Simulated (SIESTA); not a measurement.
Checking a run of SIESTA on MgMn2O4 (P2/m, 7 atoms in the cell). The aim is a self-consistent single point with DFT, GGA PBEsol, numerical atomic orbitals DZP, PseudoDojo PBEsol standard norm-conserving potentials (rewritten from UPF to PSML).

Cell that was meant: a = 5.4405 Å, b = 2.9399 Å, c = 5.7397 Å, α = 90.00°, β = 93.69°, γ = 90.00°.

Part of the input:

```
SCF.Mixer.Method             Pulay
SCF.Mixer.Weight             0.1
SCF.Mixer.History            6
SCF.DM.Tolerance             1.0E-01
SCF.H.Tolerance              1.0 eV
Diag.ParallelOverK           true
WriteForces                  true
Charge.Mulliken              end
```

Output (repeated stretches shortened):

```
reinit: Reading from file input.fdf

reinit: System Name: MgMn2O4
reinit: System Label: MgMn2O4

NOTE on units for spin output:
   [... lines left out ...]
outcell: Cell angles (23,13,12) (deg):     90.0000     93.6911     90.0000
outcell: Cell volume (Ang**3)        :     91.6149
new_DM -- step:     1
Initializing Density Matrix...

Attempting to read DM from file... Failed...
initDM: WARNING: atom 1 has a closed-shell and cannot be polarized
DM filled with atomic data (user-defined):

InitMesh: MESH = 72 x 36 x 72 = 186624
InitMesh: Mesh cutoff (required, used) =   400.000   414.408 Ry

stepf: Methfessel-Paxton step function
       Using Hermite-Gauss polynomials of order  0
        iscf     Eharris(eV)        E_KS(eV)     FreeEng(eV)     dDmax    Ef(eV) dHmax(eV)
   scf:    1    -9243.521277    -9297.980232    -9297.980697  0.842205 -2.107033 23.257611
     spin moment: {S} , |S| = {        0.0        0.0    7.96296 }     7.96296
   scf:    2    -9329.017274    -9314.815534    -9314.815534  0.281139 -3.189952 15.628982
     spin moment: {S} , |S| = {        0.0        0.0    8.00000 }     8.00000
   scf:    3    -9319.447537    -9325.943454    -9325.943454  0.292161 -4.789718  3.898953
     spin moment: {S} , |S| = {        0.0        0.0    8.00000 }     8.00000
   scf:    4    -9327.461306    -9327.342074    -9327.342074  0.049072 -4.509807  3.023904
     spin moment: {S} , |S| = {        0.0        0.0    8.00000 }     8.00000
   scf:    5    -9327.477517    -9327.450067    -9327.450067  0.065765 -4.981810  0.520428
     spin moment: {S} , |S| = {        0.0        0.0    8.00000 }     8.00000
SCF Convergence by DM+H criterion
max |DM_out - DM_in|         :     0.0657646749
max |H_out - H_in|      (eV) :     0.5204281085
SCF cycle converged after 5 iterations

Using DM_out to compute the final energy and forces

siesta: E_KS(eV) =            -9327.4501

siesta: E_KS - E_eggbox =     -9327.4501

siesta: Atomic forces (eV/Ang):
     1   -0.000000   -0.000000    0.000000
     2   -0.000000   -0.000000    0.000000
     3   -0.000000    0.000000    0.000000
     4    0.578282   -0.000000   -0.648534
     5   -0.578282    0.000000    0.648534
     6   -0.817661   -0.000000   -0.448892
     7    0.817661   -0.000000    0.448892
   Tot   -0.000000   -0.000000    0.000000
   Max    0.817661
   Res    0.393408    sqrt( Sum f_i^2 / 3N )
   [... lines left out ...]
siesta: FreeEng =     -9327.450067
siesta: Cell volume =         91.614945 Ang**3
siesta:        -163.63774716       -178.73463701  kBar
   [... lines left out ...]
     1     0.797582    9.202418   -0.018349  Mg
     2     0.842512   14.157488    3.978587  Mn
     3     0.876638   14.123362    3.996386  Mn
     4    -0.648064    6.648064    0.004458  O
     5    -0.648064    6.648064    0.004458  O
     6    -0.610302    6.610302    0.017230  O
     7    -0.610302    6.610302    0.017230  O
 Total     0.000000                8.000000
```

Task: Is this run sound? If not, what is wrong?

Result: The run is not sound. The fault is a convergence threshold that is too loose. A loop that stops early leaves an energy error of second order in the density error, but errors of first order in forces and stress. To fix it, tighten the threshold. The run converged in 5 iterations without an error; against the sound input the free energy rises by 2.1 meV/atom, the pressure goes from -16.48 to -16.36 GPa, the largest force goes from 0.986 to 0.933 eV/Å, the gap on the mesh goes from 0.535 to 0.461 eV and the size of the net moment stays at 1.14 μB/atom.

The sound input it was made from differs as follows (other fixes are possible):
```diff
-SCF.DM.Tolerance             1.0E-01
-SCF.H.Tolerance              1.0 eV
+SCF.DM.Tolerance             1.0E-05
```

With that input, the run converged in 19 iterations: free energy E − TS -9327.4648 eV; top of the valence band (on the code's own zero) -5.02 eV; gap on the k-point mesh 0.54 eV; pressure -16.48 GPa; largest force (vector length) 0.986 eV/Å (DFT, GGA PBEsol, numerical atomic orbitals DZP, PseudoDojo PBEsol standard norm-conserving potentials (rewritten from UPF to PSML)).

On the sound input: the starting cell comes from a database of computed structures (which also holds hypothetical and non-ambient phases and stackings), without a prior relaxation at this level. Its lattice was rescaled by a random factor within 2.5 % of one. The magnetic order is the one reached from the typed start; others were not searched systematically. Values carry the incompleteness of an atom-centred basis. With a pressure of about -16 GPa the cell is away from its equilibrium volume at this level.
